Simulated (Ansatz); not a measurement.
Response to strain in WSe2

Take WSe$_{2}$ (space group P6_3/mmc, No. 194; a = 3.279 Å, c = 12.786 Å; layered, stacked along the Cartesian z axis) as the base.

Strains are applied to the cell and any free atomic positions relax.

All numbers come from PBE-D3(BJ)/PAW in Ansatz (an electronic-structure program), no spin-orbit coupling.

| case | smallest direct gap | largest internal atomic displacement | band gap |
|---|---|---|---|
| base | 1.57 eV | – | 0.87 eV |
| isotropic strain −3.00 % | 1.45 eV | 0.077 Å | 0.67 eV |
| isotropic strain −2.40 % | 1.55 eV | 0.062 Å | 0.71 eV |
| isotropic strain −1.80 % | 1.65 eV | 0.047 Å | 0.76 eV |
| isotropic strain −1.20 % | 1.70 eV | 0.032 Å | 0.80 eV |
| isotropic strain −0.60 % | 1.63 eV | 0.016 Å | 0.84 eV |

Spin-orbit coupling, missing from the scalar runs, can matter with W. No phonon test of stability was made.
